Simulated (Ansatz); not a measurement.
LaTiO₂N (P2₁, No. 4, 20 atoms in the cell; start mp-775918) was calculated with r²SCAN (Ansatz, a program for electronic structure, PAW).

Run with plane-wave cutoff 560 eV, 6×6×4 k mesh (along the axes of the cell as run), Fermi–Dirac smearing 0.01 eV, no spin polarisation, scalar-relativistic PAW data made under PBE.

Cell (relaxed with PBEsol):

LaTiNO2 is modelled in the monoclinic space group P2₁ (No. 4), Pearson symbol mP20. Cell: a = 5.4988 Å, b = 5.5124 Å, c = 7.9580 Å, α = γ = 90.00°, β = 90.48°. La1 on 2a is surrounded by 4 O at 2.475–2.619 Å and 4 O at 3.025–3.186 Å and 1 N at 2.479 Å and 2 N at 2.718–2.786 Å and 1 N at 3.017 Å. La2 on 2a is surrounded by 8 O at 2.370–3.203 Å and 2 N at 2.589–2.655 Å and 2 N at 2.861–2.905 Å. Ti1 on 2a is surrounded by 3 N at 1.882–1.994 Å and 3 O at 2.001–2.114 Å (octahedral). Ti2 on 2a is surrounded by 1 N at 1.858 Å and 5 O at 1.961–2.092 Å (octahedral). N1 on 2a has 2 Ti at 1.882–1.964 Å and 2 La at 2.479–2.589 Å and 2 La at 2.905–3.017 Å. N2 on 2a is surrounded by 1 Ti at 1.858 Å and 1 Ti at 1.994 Å and 4 La at 2.655–2.861 Å (octahedral). O1 on 2a is surrounded by 2 Ti at 1.981–2.032 Å and 1 La at 2.485 Å and 1 La at 2.619 Å and 2 La at 3.083–3.203 Å. O2 on 2a is coordinated by 1 Ti at 2.001 Å and 1 Ti at 2.114 Å and 2 La at 2.370–2.475 Å and 2 La at 3.048–3.156 Å. 2 further independent sites are not listed. (Neighbours: up to the widest gap in distance over summed covalent radii, below 1.35, at either atom; cation-cation and far metal-metal contacts left out.)

Problem. Give the computed band gap.

Solution. 
band gap: 1.54 eV

Note: cell and atoms aren't relaxed at this level (largest force component 0.14 eV/Å, pressure 4.1 GPa).

Spin–orbit coupling is not included.

It cost roughly 10 core-minutes of CPU time.

A start named mp-… is a Materials Project structure, which need not be a measured phase.
